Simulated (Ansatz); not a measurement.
TiAl3 (I4/mmm, No. 139) was calculated with PBE-D3(BJ) in Ansatz (PAW).

Run with plane-wave cutoff 520 eV, 20×20×20 k mesh, Fermi–Dirac smearing 0.05 eV, no spin polarisation, scalar-relativistic PAW data made under PBE.

Properties against volume:

Shape and atoms are relaxed at each volume.

```json
[
 {"V (Å³/atom)": "14.680", "P (GPa)": "5.08", "c (Å)": "8.375", "a (Å)": "3.745"},
 {"V (Å³/atom)": "14.986", "P (GPa)": "2.41", "c (Å)": "8.435", "a (Å)": "3.770"},
 {"V (Å³/atom)": "15.292", "P (GPa)": "-0.01", "c (Å)": "8.494", "a (Å)": "3.795"},
 {"V (Å³/atom)": "15.598", "P (GPa)": "-2.19", "c (Å)": "8.554", "a (Å)": "3.819"},
 {"V (Å³/atom)": "15.904", "P (GPa)": "-4.17", "c (Å)": "8.613", "a (Å)": "3.843"}
]
```

Note: the bulk modulus comes from volumes at which shape and atoms were relaxed.

Ansatz is an electronic-structure program.
